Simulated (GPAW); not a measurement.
Worked example: self-consistent single point of LuHO2 (Pmn2_1, 8 atoms in the cell) in GPAW.

Computed with LDA (Perdew-Wang 92), GPAW PAW datasets LDA (gpaw-data 1.0.1) (plane waves; GPAW).

The change in words: lattice scaled by 0.98. Reference geometry:
```
LuHO2
1.0
    3.35851     0.00000     0.00000
    0.00000     4.72909     0.00000
    0.00000     0.00000     5.30650
Lu H O
2 2 4
Direct
  0.00000   0.72145   0.98413
  0.50000   0.27855   0.48413
  0.50000   0.18768   0.96171
  0.00000   0.81232   0.46171
  0.50000   0.01517   0.85082
  0.00000   0.98483   0.35082
  0.00000   0.51551   0.62612
  0.50000   0.48449   0.12612
```

Reference input (self-consistent single point, DFT LDA (Perdew-Wang 92), plane waves, GPAW PAW datasets LDA (gpaw-data 1.0.1)): mode = pw; ecut = 950 eV; xc = LDA; kpts = 7 5 4; mesh shift (steps) = 0 0 0; occupations.name = fermi-dirac; occupations.width = 0.01 eV; nbands = -4; convergence.density = 1e-05 e/electron; convergence.bands = -2; symmetry.symmorphic = false; symmetry.tolerance = 0.0005. This run's input differs from it in these lines:

```diff
@@ -5,13 +5,13 @@
 atoms = Atoms(['Lu', 'Lu', 'H', 'H', 'O', 'O', 'O', 'O'],
-              cell=[[3.358510, 0.000000, 0.000000],
-                    [0.000000, 4.729090, 0.000000],
-                    [0.000000, 0.000000, 5.306500]],
-              positions=[[0.000000, 3.411802, 5.222286],
-                         [1.679255, 1.317288, 2.569036],
-                         [1.679255, 0.887556, 5.103314],
-                         [0.000000, 3.841534, 2.450064],
-                         [1.679255, 0.071740, 4.514876],
-                         [0.000000, 4.657350, 1.861626],
-                         [0.000000, 2.437893, 3.322506],
-                         [1.679255, 2.291197, 0.669256]],
+              cell=[[3.291340, 0.000000, 0.000000],
+                    [0.000000, 4.634508, 0.000000],
+                    [0.000000, 0.000000, 5.200370]],
+              positions=[[0.000000, 3.343566, 5.117840],
+                         [1.645670, 1.290942, 2.517655],
+                         [1.645670, 0.869804, 5.001248],
+                         [0.000000, 3.764704, 2.401063],
+                         [1.645670, 0.070305, 4.424579],
+                         [0.000000, 4.564203, 1.824394],
+                         [0.000000, 2.389135, 3.256056],
+                         [1.645670, 2.245373, 0.655871]],
               pbc=True)
```

Log, with long lists cut:

```
     iter     time        total  log10-change:
                         energy   eigst   dens
iter:   1 --:--:--   -68.081342   +0.20
iter:   2 --:--:--   -66.374397   -0.73  -1.09
iter:   3 --:--:--   -61.702393   -0.29  -1.14
iter:   4 --:--:--   -61.888138   -1.72  -1.50
iter:   5 --:--:--   -62.017388   -1.48  -1.51
iter:   6 --:--:--   -61.941114   -0.79  -1.79
iter:   7 --:--:--   -61.564557   -1.44  -1.78
iter:   8 --:--:--   -61.551017   -2.25  -2.23
iter:   9 --:--:--   -61.552873c  -2.82  -2.84
iter:  10 --:--:--   -61.551522c  -3.08  -2.75
iter:  11 --:--:--   -61.551082c  -2.88  -3.09
iter:  12 --:--:--   -61.551057c  -3.69  -3.34
iter:  13 --:--:--   -61.550800c  -3.62  -3.33
   [... 12 lines left out ...]
iter:  26 --:--:--   -61.550688c  -5.98  -4.41
iter:  27 --:--:--   -61.550688c  -6.39  -4.88
iter:  28 --:--:--   -61.550688c  -6.24  -4.93
iter:  29 --:--:--   -61.550688c  -6.56  -4.99
iter:  30 --:--:--   -61.550688c  -6.82  -5.28c
iter:  31 --:--:--   -61.550688c  -6.90  -5.40c
iter:  32 --:--:--   -61.550688c  -7.15  -5.54c
iter:  33 --:--:--   -61.550688c  -7.42c -5.64c
Converged after 33 iterations.

Dipole moment: (-0.000000, 0.000000, 4.612290) |e|*Ang

Energy contributions relative to reference atoms: (reference = -800230.208339)

Kinetic:        +83.613815
Potential:      -82.202858
External:        +0.000000
XC:             -63.366343
Entropy (-ST):   -0.000000
Local:           +0.404697
SIC:             +0.000000
--------------------------
Free energy:    -61.550688
Extrapolated:   -61.550688

Showing only first 2 kpts
 Kpt  Band  Eigenvalues  Occupancy
  0    36      5.85756    2.00000
  0    37      6.03667    2.00000
  0    38     10.51496    0.00000
  0    39     10.90918    0.00000

  1    36      5.66058    2.00000
  1    37      5.69011    2.00000
  1    38     11.05375    0.00000
  1    39     11.15587    0.00000

Fermi level: 7.93916

Gap: 4.478 eV
Transition (v -> c):
   [... lines left out ...]
  2 H     0.00000    1.16447    0.84616
  3 H     0.00000   -1.16447    0.84616
  4 O     0.00000   -0.91776   -0.79066
  5 O     0.00000    0.91776   -0.79066
  6 O     0.00000    0.34721   -0.11179
  7 O     0.00000   -0.34721   -0.11179

Stress tensor:
    -0.060727     0.000000     0.000000
     0.000000    -0.072126     0.000000
     0.000000     0.000000    -0.066340
Stress (GPa, Voigt): [ -9.7296 -11.5559 -10.6288   0.       0.       0.    ]
```

The run converged in 33 iterations. GPAW prints stress with tension positive. Against the reference run the free energy rises by 18.1 meV/atom, the largest force goes from 0.664 to 1.439 eV/Å and the gap on the mesh goes from 4.317 to 4.478 eV.

At such cutoffs GPAW's stress carries a finite-basis (Pulay) error, which enters relaxed cells too; its log prints stress with tension positive.

The starting cell comes from a database of computed structures (which also holds hypothetical and non-ambient phases and stackings), without a prior relaxation at this level. For this run, on top of that: lattice scaled by 0.98. Spin-orbit coupling is off. Forces in this geometry exceed 1 eV/Å.

Cost on one core of a shared machine: roughly 3 min.
